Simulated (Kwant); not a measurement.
In0.53Ga0.47As/In0.52Al0.48As stack with 2 barriers

Device: In0.53Ga0.47As/In0.52Al0.48As stack with 2 barriers. One parabolic valley. Leads of mass 0.041 mₑ with the band edge at 0; grid 0.1 nm; bias swept from 0.0208 to 0.43967 V, dropping linearly over the stack. Emitter Fermi level 0.038 eV, 300 K, equal in the collector.

```json
[
 {"layer": "1", "thickness (nm)": "1.7", "band offset (eV)": "0.52", "mass (mₑ)": "0.075"},
 {"layer": "2", "thickness (nm)": "10.3", "band offset (eV)": "0", "mass (mₑ)": "0.041"},
 {"layer": "3", "thickness (nm)": "2.2", "band offset (eV)": "0.52", "mass (mₑ)": "0.075"}
]
```

The device is made up for the run: typed textbook-type constants, with dimensions and the other settings drawn at random.

Model: one-band effective-mass tight-binding model in one dimension, coherent, no space charge, current by the Tsu-Esaki formula (Kwant).

```csv
bias (V),J (A/cm²)
0.02080,13300
0.04698,30100
0.07316,38900
0.09934,7790
0.1255,9300
0.1517,13500
0.1779,19900
0.2041,29300
0.2302,42400
0.2564,59900
0.2826,81900
0.3088,107000
0.3350,131000
0.3611,146000
0.3873,134000
0.4135,57200
0.4397,19300
```
